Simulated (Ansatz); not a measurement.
Cost and result by functional for the surface energy of the (110) surface of tetragonal WSi2 in its 1x1 cell (cut with top plane 2 Si + W, bottom plane 2 Si + W), outermost plane spacing 2.28 Å in the ideal cut, in Ansatz (plane waves, PAW). Single points on the PBE structure, on one kind of machine; costs are rough ratios of the slab run's core time (references not counted) to the cheapest single point. r2SCAN's cost holds its higher cutoff (500 against 420 eV). Differences are taken against r2SCAN for comparison alone: no measured value is at hand, so the table doesn't rank accuracy.

Slab: 18 atoms, Si12W6, 11.4 Å thick at the start; k 10x10x1, smearing 0.1 eV, dipole-corrected; all atoms relaxed; symmetry of the start imposed; no spin, no spin-orbit, no U. These notes are the PBE run's.

| functional | relative cost | surface energy (J/m²) | less r2SCAN (J/m²) |
|---|---|---|---|
| PBEsol | 1 | 2.55 | 0.12 |
| LDA | 1 | 2.62 | 0.18 |
| RPBE | 1 | 2.12 | -0.32 |
| r2SCAN | 2 | 2.43 | 0.00 |
| PBE (the relaxed run's value) | – | 2.27 | -0.16 |

The values span 0.50 J/m², while the single points' costs differ by a factor of roughly 2. Differences are of unrounded values.

Ansatz is a quantum-chemistry and plane-wave program.
